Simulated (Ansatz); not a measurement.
BeS under load (space group F-43m), r2SCAN with spin-orbit coupling, rigid bands run with Ansatz (a quantum-chemistry and plane-wave program). Condition of this run: hydrostatic pressure 5 GPa (the target of the relaxation). Band gap 3.45 eV, N_c = 1.95e19 cm⁻³ and N_v = 4.38e19 cm⁻³ at 300 K, conductivity masses of 0.364 mₑ (electrons) and 0.754 mₑ (holes). Take k_BT = 0.02585 eV.

A film of it is 5 nm thick. Estimate the confinement energies in an infinite well.

ħ²π²/(2m t²) = 0.376 eV·nm²/(m/mₑ × t²) gives 41.3 meV for electrons and 19.9 meV for holes, so the gap would widen to about 3.51 eV. Finite barriers and nonparabolic bands lower this, and with several valleys or bands the heaviest mass along the normal sets the lowest level, not this average.

What thermal injection velocity √(2k_BT/πm) limits a ballistic channel?

8.92e6 cm/s for electrons and 6.20e6 cm/s for holes, a ratio of √(m_h/m_e) = 1.44, for dilute carriers.

Find the intrinsic carrier density and the intrinsic Fermi level.

n_i = √(N_c N_v) exp(−E_g/2k_BT) = 2.92e19 × exp(−66.73) = 3.1e-10 cm⁻³. The level lies (k_BT/2) ln(N_v/N_c) = 10 meV from mid-gap (positive towards the conduction band). Each 0.1 eV added to the gap lowers n_i by a factor of 6.9.

Rigid bands with the computed gap; masses take one relaxation time for all states.
